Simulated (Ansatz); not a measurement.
Start from LiF in the rock salt structure (space group Fm-3m, No. 225; a = 4.008 Å). Axes: x, y, z lie along the cube axes.

Calculations: PBEsol (Ansatz, an electronic-structure program), no spin-orbit coupling.

Before the change:

```
Property                Value
-------------  --------------
Band gap              9.05 eV
Pressure            -0.01 GPa
Electron mass  0.88 mₑ (at Γ)
```

Modification: uniaxial strain ε_zz = −3.00 %, all other strain components held at zero; the atoms relax in the strained cell.

Q: How does this affect the band gap, pressure and electron mass?

A: The band gap increases by 0.25 eV, from 9.05 eV to 9.30 eV; the pressure (mean of the normal stresses, compression positive) goes up by 2.49 GPa to 2.48 GPa; the electron mass becomes 0.90 mₑ (at Γ) (base: 0.88 mₑ (at Γ)).

Masses are band curvatures over ±0.01 Å⁻¹ around the edge. Whether these cells are dynamically stable was not tested.
